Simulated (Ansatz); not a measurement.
The starting structures come from a database of crystals and need not be the phases stable at ambient conditions.

**Evanescent states of Ca$_{5}$P$_{3}$H (P6_3/mcm, not sure to be the ambient phase, 18 atoms a cell, 20.5 Å³ an atom) along the normal of (100)**

The numbers are results of PBEsol (plane waves, PAW; Ansatz, a program for electronic structure), not measurements.

No gap correction and no spin-orbit coupling; mid-gap values are interpolated between computed energies.

Energies count from the valence-band top; κ is the least over a 6×4 mesh across the current.

```json
[
 {"E (eV)": "0.03", "κ (1/Å)": "0.042", "where": "Γ"},
 {"E (eV)": "0.07", "κ (1/Å)": "0.070", "where": "Γ"},
 {"E (eV)": "0.12", "κ (1/Å)": "0.088", "where": "Γ"},
 {"E (eV)": "0.17", "κ (1/Å)": "0.102", "where": "Γ"},
 {"E (eV)": "0.23", "κ (1/Å)": "0.113", "where": "Γ"},
 {"E (eV)": "0.28", "κ (1/Å)": "0.122", "where": "Γ"},
 {"E (eV)": "0.33", "κ (1/Å)": "0.129", "where": "Γ"},
 {"E (eV)": "0.38", "κ (1/Å)": "0.134", "where": "Γ"},
 {"E (eV)": "0.42", "κ (1/Å)": "0.130", "where": "off Γ"},
 {"E (eV)": "0.47", "κ (1/Å)": "0.090", "where": "off Γ"}
]
```

Question: How thick must the barrier be to attenuate the transmission by 10^8 when the electrodes' Fermi level lies at 0.07 eV, and what attenuation does that film give at 0.28 eV?

Answer: d = 8 ln 10 / (2 × 0.070) = 131.6 Å. At 0.28 eV it gives 8 × 0.122/0.070 = 13.9 decades.
